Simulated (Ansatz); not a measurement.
Start from GaCuSe2 in the chalcopyrite structure (space group I-42d, No. 122; a = 5.570 Å, c = 11.075 Å). Axes: x, y, z lie along a, b, c of the conventional cell.

Method: Ansatz (a quantum-chemistry and plane-wave program), PBEsol, PAW, cutoff 420 eV, spin-orbit coupling left out.

For the base:

```
Quantity                              Result
---------------------  ---------------------
Gap character                    direct at Γ
Pressure                            0.00 GPa
Band gap                             0.12 eV
Valence-band top at Γ  0.00, -0.09, -0.09 eV
```

Perturbation: uniaxial strain ε_zz = −3.00 %, all other strain components held at zero; the atoms relax in the strained cell.

Q: What happens to the gap character, pressure, band gap, valence-band top at Γ and energy relative to the base?

A: The gap character stays direct at Γ; the pressure (mean of the normal stresses, compression positive) goes from zero to 2.29 GPa; the band gap grows by 0.10 eV to 0.22 eV; the valence-band top at Γ (three highest levels, from the VBM) becomes 0.00, -0.17, -0.17 eV (base: 0.00, -0.09, -0.09 eV); the energy goes up by 6.0 meV/atom.

Stability against distortions was not tested. All final runs are without spin polarisation. A zero or small gap of GaCuSe2 can be the functional's error rather than a property of the material.
